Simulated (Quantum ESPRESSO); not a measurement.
Input and output of a self-consistent single point for WSe₂ (P6_3/mmc, 6 atoms in the cell) (Quantum ESPRESSO).

Method of the run: LDA (PZ), GBRV 1.5 ultrasoft (LDA) pseudopotentials (plane waves; Quantum ESPRESSO).

```
CELL_PARAMETERS angstrom
      3.31661     0.00000     0.00000
     -1.65830     2.87227     0.00000
      0.00000     0.00000    13.72345
ATOMIC_POSITIONS crystal
  W  0.66667 0.33333 0.75000
  W  0.33333 0.66667 0.25000
  Se 0.33333 0.66667 0.87100
  Se 0.66667 0.33333 0.12900
  Se 0.66667 0.33333 0.37100
  Se 0.33333 0.66667 0.62900
```

Reference input (self-consistent single point, DFT, LDA (PZ), plane waves, GBRV 1.5 ultrasoft (LDA) pseudopotentials): ecutwfc = 40 Ry; ecutrho = 320 Ry; occupations = fixed; potentials = {W: w_lda_v1.2.uspp.F.UPF, Se: se_lda_v1.uspp.F.UPF}; K_POINTS = automatic 9 9 2 0 0 0; nbnd = 28; conv_thr = 1e-11 Ry. This run's input differs from it in these lines:

```diff
@@ -12,4 +12,4 @@
   ntyp = 2,
-  ecutwfc = 40,
-  ecutrho = 320,
+  ecutwfc = 20,
+  ecutrho = 160,
   occupations = 'fixed',
```

Output (repeated stretches shortened):

```
     Self-consistent Calculation

     iteration #  1     ecut=    20.00 Ry     beta= 0.70

     Threshold (ethr) on eigenvalues was too large:
     Diagonalizing with lowered threshold

     negative rho (up, down):  1.187E-01 0.000E+00

     total energy              =    -491.20156059 Ry
     estimated scf accuracy    <       0.15808126 Ry

     iteration #  2     ecut=    20.00 Ry     beta= 0.70

     negative rho (up, down):  1.202E-01 0.000E+00

     total energy              =    -491.22751770 Ry
     estimated scf accuracy    <       0.04561125 Ry

     iteration #  3     ecut=    20.00 Ry     beta= 0.70

     negative rho (up, down):  1.208E-01 0.000E+00

     total energy              =    -491.23025686 Ry
     estimated scf accuracy    <       0.08889812 Ry

   [... 8 blocks of this kind left out ...]

     iteration # 12     ecut=    20.00 Ry     beta= 0.70

     negative rho (up, down):  1.210E-01 0.000E+00

     total energy              =    -491.24419334 Ry
     estimated scf accuracy    <          1.6E-09 Ry

     iteration # 13     ecut=    20.00 Ry     beta= 0.70

     negative rho (up, down):  1.210E-01 0.000E+00
     End of self-consistent calculation

     highest occupied, lowest unoccupied level (ev):     9.5660   10.7839

!    total energy              =    -491.24419334 Ry
     estimated scf accuracy    <          1.6E-12 Ry

     convergence has been achieved in  13 iterations

     negative rho (up, down):  1.210E-01 0.000E+00

     Forces acting on atoms (cartesian axes, Ry/au):

     atom    1 type  1   force =     0.00000000   -0.00000000   -0.00000000
     atom    2 type  1   force =    -0.00000000   -0.00000000    0.00000000
     atom    3 type  2   force =    -0.00000000   -0.00000000   -0.00786285
     atom    4 type  2   force =     0.00000000    0.00000000    0.00786285
     atom    5 type  2   force =    -0.00000000   -0.00000000   -0.00786285
     atom    6 type  2   force =     0.00000000    0.00000000    0.00786285

     Total force =     0.015726     Total SCF correction =     0.000002

     negative rho (up, down):  1.210E-01 0.000E+00
          total   stress  (Ry/bohr**3)                   (kbar)     P=     -271.41
  -0.00187375   0.00000000   0.00000000         -275.64        0.00        0.00
   0.00000000  -0.00187375   0.00000000            0.00     -275.64        0.00
   0.00000000   0.00000000  -0.00178747            0.00        0.00     -262.95

   JOB DONE.
```

The run converged in 13 iterations. Against the reference run the free energy goes up by 509 meV/atom, the pressure goes from -5.66 to -27.14 GPa, the largest force goes from 0.232 to 0.202 eV/Å and the gap on the mesh goes from 1.240 to 1.218 eV. The full log also holds: “c_bands:  2 eigenvalues not converged”.

The starting cell comes from a database of computed structures (which also holds hypothetical and non-ambient phases and stackings), without a prior relaxation at this level. Its lattice was rescaled by a random factor within 2.5 % of one. Spin-orbit coupling is off. At the lowered cutoff the pressure carries the error of an incomplete plane-wave basis.
